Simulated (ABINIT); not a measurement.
Band structure of BiO (R3m, 2 atoms in the cell).

```yaml
crystal:
  lattice:
    - [1.99990, 1.15464, 3.12233]
    - [-1.99990, 1.15464, 3.12233]
    - [0.00000, -2.30929, 3.12233]
  atoms:
    - { symbol: Bi, position: [0.00727, 0.00727, 0.00727] }
    - { symbol: O, position: [0.26772, 0.26772, 0.26772] }
```

Method: PBEsol, PAW (JTH v2.0 PBE PAW, files made for PBE) (plane waves; ABINIT).

Settings: pseudos = [Bi.GGA_PBE-JTH.xml, O.GGA_PBE-JTH.xml]; ecut = 24 Ha; pawecutdg = 48 Ha; ixc = -116133; occopt = 3; tsmear = 0.1 eV; ngkpt = 10 10 10; nshiftk = 1; shiftk = 0 0 0; potentials = JTH v2.0 PBE PAW; kptopt = 1; nstep = 60; tolvrs1 = 1e-11.

The starting cell comes from a database of computed structures (which also holds hypothetical and non-ambient phases and stackings), without a prior relaxation at this level. Spin-orbit coupling is off. The potentials were made for another functional than the one used.

These are the values that this program gave, and no reference: the one-centre exchange-correlation terms come from a truncated expansion.

Levels in eV from the Fermi level, bands 7 to 14:
| point | 7 | 8 | 9 | 10 | 11 | 12 | 13 | 14 |
|---|---|---|---|---|---|---|---|---|
| Γ | -10.32 | -4.32 | -4.32 | -4.06 | 2.09 | 2.09 | 2.40 | 5.28 |
| L | -11.48 | -4.85 | -4.66 | -4.55 | 0.23 | 2.50 | 2.82 | 6.60 |
| B1 | -11.48 | -6.01 | -5.87 | -2.35 | 0.12 | 0.58 | 2.92 | 6.17 |

No band crosses the Fermi level by more than 0.03 eV along this path.
